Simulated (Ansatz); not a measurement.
## A computed series for BaTe: pressure series

The parent structure is BaTe in the rock salt structure (space group Fm-3m, No. 225; a = 6.941 Å).

Cell and atoms are relaxed at each pressure.

The values are results of PBEsol (Ansatz, a quantum-chemistry and plane-wave program; PAW; 420 eV plane waves; no spin-orbit coupling), not measurements.

Two rows of this table had their results exchanged by mistake.

```json
[
 {"pressure": "pressure −2 GPa", "volume per atom (Å³)": "44.96", "shortest distance (Å)": "3.556", "band gap": "1.61 eV"},
 {"pressure": "pressure −1 GPa", "volume per atom (Å³)": "43.23", "shortest distance (Å)": "3.510", "band gap": "1.53 eV"},
 {"pressure": "pressure 0.3 GPa", "volume per atom (Å³)": "41.41", "shortest distance (Å)": "3.460", "band gap": "1.44 eV"},
 {"pressure": "pressure 0.7 GPa", "volume per atom (Å³)": "40.95", "shortest distance (Å)": "3.447", "band gap": "1.42 eV"},
 {"pressure": "pressure 1.5 GPa", "volume per atom (Å³)": "40.07", "shortest distance (Å)": "3.422", "band gap": "1.37 eV"},
 {"pressure": "pressure 3 GPa", "volume per atom (Å³)": "35.52", "shortest distance (Å)": "3.287", "band gap": "1.04 eV"},
 {"pressure": "pressure 5 GPa", "volume per atom (Å³)": "37.09", "shortest distance (Å)": "3.335", "band gap": "1.16 eV"},
 {"pressure": "pressure 7.5 GPa", "volume per atom (Å³)": "38.65", "shortest distance (Å)": "3.381", "band gap": "1.27 eV"},
 {"pressure": "pressure 10 GPa", "volume per atom (Å³)": "34.21", "shortest distance (Å)": "3.246", "band gap": "0.92 eV"}
]
```

Question: Which two?

Answer: The rows for pressure 3 GPa and pressure 7.5 GPa: the volume has to fall steadily with pressure, so 38.65 Å³ belongs to pressure 3 GPa and 35.52 Å³ to pressure 7.5 GPa.

Spin-orbit coupling, missing from the scalar runs, can matter with Te. Load acts through the strain it causes; cell and atoms are relaxed under it. Stability against distortions was not tested. Competing high-pressure phases were not computed.
